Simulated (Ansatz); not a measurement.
Hf, element substitutions

Start from Hf in the hcp (Mg type) structure (space group P6_3/mmc, No. 194; a = 3.2042 Å, c = 5.0691 Å).

Each row replaces one element on all its sites; cell and atoms are relaxed.

The values are results of PBE (Ansatz, a quantum-chemistry and plane-wave program, PAW, no spin-orbit coupling), not measurements.

Candidates:
(a) Hf → Zr
(b) Hf → Sc
(c) Hf → Lu

Base values:

```
Quantity            Value
---------------  --------
Volume per atom  22.54 Å³
```

Order them by volume per atom, highest first.

(c) Hf → Lu (29.09 Å³), (b) Hf → Sc (24.65 Å³), (a) Hf → Zr (23.39 Å³)

No phonon test of stability was made. All final runs are without spin polarisation.
